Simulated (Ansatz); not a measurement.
**MoSi2 (space group I4/mmm, No. 139)**

Space group I4/mmm (No. 139); a = b = 3.190 Å, c = 7.821 Å, α = β = γ = 90.00°

```json
[
 {"atom": "Mo", "site": "2a", "symmetry": "4/mmm", "x": "0.0000", "y": "0.0000", "z": "0.0000"},
 {"atom": "Si", "site": "4e", "symmetry": "4mm", "x": "0.0000", "y": "0.0000", "z": "0.3351"}
]
```
(The calculation used a cell of 3 atoms; values per cell refer to that cell.)

The values are results of PBEsol/PAW in Ansatz (an electronic-structure program), without spin-orbit coupling, not measurements. k-mesh 20×20×20 (Γ-centred); smearing 0.05 eV (Fermi–Dirac).

| Property | Value |
|---|---|
| Volume per atom | 13.27 Å³ |
| Density | 6.35 g/cm³ |
| Band gap | zero |
| Total energy | -2047.422 eV/atom (σ→0; compares only within this code and set-up) |

Whether these cells are dynamically stable was not tested. All final runs are without spin polarisation.
